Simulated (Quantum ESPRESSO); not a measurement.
# Sensitivity of a calculation on Bi2Se3 (R-3m, 5 atoms in the cell) to its settings

```
CELL_PARAMETERS angstrom
      2.14011     1.23559    10.18773
     -2.14011     1.23559    10.18773
      0.00000    -2.47119    10.18773
ATOMIC_POSITIONS crystal
  Bi 0.39844 0.39844 0.39844
  Bi 0.60156 0.60156 0.60156
  Se 0.00000 0.00000 0.00000
  Se 0.21572 0.21572 0.21572
  Se 0.78428 0.78428 0.78428
```

Base run A: PBE, GBRV 1.5 ultrasoft (PBE) pseudopotentials (Quantum ESPRESSO), self-consistent single point.

Its settings: ecutwfc = 40 Ry; ecutrho = 200 Ry; occupations = smearing; smearing = fd; degauss = 0.00147 Ry; potentials = {Bi: bi_pbe_v1.uspp.F.UPF, Se: se_pbe_v1.uspp.F.UPF}; K_POINTS = automatic 5 5 5 0 0 0; conv_thr = 1e-09 Ry.

The starting cell comes from a database of computed structures (which also holds hypothetical and non-ambient phases and stackings), without a prior relaxation at this level. Its lattice was rescaled by a random factor within 2.5 % of one. Spin-orbit coupling is off. In the base run, with a pressure of about -3 GPa the cell is away from its equilibrium volume at this level.

ΔF is the free energy per atom less that of run A. A dash stands where there is no value to compare (another energy zero or no entropy term, no result, no spin, no clean gap, or a mesh too coarse for one). Total energies depend on the potentials, the functional and any Hubbard or dispersion term, so they are compared only between runs that share all of them.

Run A gave: pressure (GPa) -3.33; largest force (eV/Å) 0.492; gap on the mesh (eV) 0.461.

Runs:
- B: ecutwfc: 40 Ry → 24 Ry; ecutrho: 200 Ry → 120 Ry
- C: vdw_corr: default → grimme-d2 [PBE-D2]
- D: input_dft: default → rpbe [RPBE]
- E: mixing_ndim: default → 16

### Question
What does run B change against A?

### Answer
The free energy goes up by 57.1 meV/atom, the pressure goes from -3.33 to -4.66 GPa, the largest force moves little (0.492 to 0.491 eV/Å) and the gap on the mesh hardly changes (0.461 to 0.460 eV).

### Question
What does run D change against A?

### Answer
The pressure goes from -3.33 to -1.92 GPa, the largest force hardly changes (0.492 to 0.485 eV/Å) and the gap on the mesh goes from 0.461 to 0.543 eV.

| run | ΔF (meV/atom) | pressure (GPa) | largest force (eV/Å) | gap on the mesh (eV) |
|---|---|---|---|---|
| A | 0.00 | -3.33 | 0.492 | 0.461 |
| B | 57.1 | -4.66 | 0.491 | 0.460 |
| C | – | -5.43 | 0.444 | 0.461 |
| D | – | -1.92 | 0.485 | 0.543 |
| E | 0.00 | -3.32 | 0.492 | 0.461 |
